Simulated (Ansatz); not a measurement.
Input:

End structure of a constructed model of the (000-1) surface of 4H silicon carbide, C-terminated, 2x2 Si adatom at T1 (bottom of the slab: 4 H on 4 bottom sites):

```xyz
37
Lattice="6.1882 0.0000 0.0000 -3.0941 5.3591 0.0000 0.0000 0.0000 28.0000" Properties=species:S:1:pos:R:3 pbc="T T T"
Si     1.5470     0.8932     9.6427
Si     4.6411     0.8932     9.6427
Si     0.0000     3.5727     9.6427
Si     3.0941     3.5727     9.6427
C      0.0000     0.0000    10.2769
C      3.0941     0.0000    10.2769
C     -1.5470     2.6796    10.2769
C      1.5470     2.6796    10.2769
Si    -0.0004    -0.0002    12.1733
Si     3.0945    -0.0002    12.1733
Si    -1.5470     2.6796    12.1729
Si     1.5470     2.6800    12.1733
C      0.0000     1.7864    12.7960
C      3.0941     1.7864    12.7960
C     -1.5470     4.4659    12.7960
C      1.5470     4.4659    12.7939
Si    -0.0046     1.7890    14.7112
Si     3.0986     1.7890    14.7112
Si    -1.5470     4.4607    14.7112
Si     1.5470     4.4659    14.6995
C     -0.0004    -0.0002    15.3149
C      3.0945    -0.0002    15.3149
C     -1.5470     2.6796    15.3269
C      1.5470     2.6800    15.3149
Si    -0.0346    -0.0200    17.2502
Si     3.1287    -0.0200    17.2502
Si    -1.5470     2.6796    17.3393
Si     1.5470     2.7196    17.2502
C      1.5470     0.8932    17.8014
C      4.6411     0.8938    17.7485
C     -0.0005     3.5724    17.7485
C      3.0946     3.5724    17.7485
H      1.5470     0.8932     8.1427
H      4.6411     0.8923     8.1427
H      0.0007     3.5732     8.1427
H      3.0934     3.5732     8.1427
Si     1.5470     0.8932    19.5830
```

Model: 37-atom slab, 11.7 Å thick at the start with caps and adatoms (thin: gaps and levels are the slab's own), 5x5x1 mesh, Fermi-Dirac 0.025 eV, dipole correction, 8 atoms held, the rest relaxed; symmetry of the start imposed; no spin (no spin-polarised run to compare, though such a face may carry moments), no spin-orbit, no U. The slab shows no gap on its mesh. In PBE it lies 0.68 eV a 1x1 cell over the lowest computed structure of the same composition (2x2 Si adatom at H3).

**Question.** Predict the work function of the top face from PBE run with Ansatz (a program for electronic structure).

**Answer.** 4.88 eV
